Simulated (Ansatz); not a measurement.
This Ansatz (a program for electronic structure) input is the reference run, CaF2 in the fluorite structure (space group Fm-3m, No. 225), computed with Ansatz, PBEsol, PAW, cutoff 420 eV, spin-orbit coupling left out:

Ansatz 0.2 input:
```yaml
crystal:
  lattice:
    - [0, 2.7102631758, 2.7102631758]
    - [2.7102631758, 0, 2.7102631758]
    - [2.7102631758, 2.7102631758, 0]
  atoms:
    - { symbol: Ca, position: [0, 0, 0] }
    - { symbol: F, position: [0.25, 0.25, 0.25] }
    - { symbol: F, position: [0.75, 0.75, 0.75] }
basis: { ecutwfc: 420, ecutrho_ratio: 4, xc_grid: 2, fft_grid_basis: typed }
kpoints: { mp_grid: { grid: [11, 11, 11] } }
hamiltonian:
  xc: pbesol
  dispersion: none
  pseudopotentials: { kind: paw }
scf: { occupations: { method: fermi_dirac, width: 0.05 }, convergence: { dr2_threshold: 0.0000000003 } }
output: { forces: true, stress: true }
```

Problem. Write the input for this change: biaxial strain +0.62 %, plane normal [001], relaxed out of plane (Cartesian); in-plane vectors clamped, the third vector and the atoms free.

Solution. 
Ansatz 0.2 input:
```yaml
crystal:
  lattice:
    - [3.8566548646, 0, 0]
    - [0, 3.8566548646, 0]
    - [1.9283274323, -1.9283274323, 2.70186136]
  atoms:
    - { symbol: Ca, position: [0, 0, 0] }
    - { symbol: F, position: [0.75, 0.75, 0.5] }
    - { symbol: F, position: [0.25, 0.25, 0.5] }
basis: { ecutwfc: 420, ecutrho_ratio: 4, xc_grid: 2, fft_grid_basis: typed }
kpoints: { mp_grid: { grid: [11, 11, 11] } }
hamiltonian:
  xc: pbesol
  dispersion: none
  pseudopotentials: { kind: paw }
scf: { occupations: { method: fermi_dirac, width: 0.05 } }
relax: { f_tol: 0.005, max_steps: 50, cell: { stress_tol: 0.01, fix: [a, b, gamma] } }
output: { forces: true, stress: true }
checkpoint: { write: state.ck, write_every: 1000 }
```
This is the input that was run; other choices of cell and start would serve too.

Whether these cells are dynamically stable was not tested.
